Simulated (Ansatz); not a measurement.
Take Ta$_{2}$O$_{5}$ (space group C2, No. 5; a = 5.9244 Å, b = 5.0763 Å, c = 5.7491 Å, α = γ = 90.00°, β = 117.45°; a cell from a computed database, its experimental status unchecked) as the base.

The change: a hydrostatic pressure of 5 GPa.

Levels (all Ansatz, a quantum-chemistry and plane-wave program, PAW): PBEsol (420 eV, no spin-orbit coupling); PBEsol+SOC (420 eV, with spin-orbit coupling).

The geometry is relaxed with PBEsol.

| Item | Result |
|---|---|
| PBEsol lowest conduction level above the VBM at special points | V₂ 2.24 eV; Y₂ 2.68 eV; M₂ 2.69 eV; C₂ 2.70 eV |
| PBEsol pressure | 5.00 GPa |
| PBEsol gap character | indirect, M₂ → V₂ |
| PBEsol width of the top valence band | 0.81 eV |

With PBEsol+SOC at the same geometry, the lowest conduction level above the VBM at special points changes from V₂ 2.24 eV; Y₂ 2.68 eV; M₂ 2.69 eV; C₂ 2.70 eV to V₂ 2.24 eV; Y₂ 2.60 eV; M₂ 2.68 eV; C₂ 2.60 eV; the pressure decreases by 0.31 GPa to 4.69 GPa; the gap character is still indirect, M₂ → V₂; the width of the top valence band hardly moves (0.81 eV against 0.79 eV).

Single points use the geometry relaxed with PBEsol. Differences between runs with and without spin-orbit coupling are approximate. With Ta present, leaving out spin-orbit coupling can change the band edges. Load acts through the strain it causes; cell and atoms are relaxed under it. No phonon test of stability was made. Competing high-pressure phases were not computed.
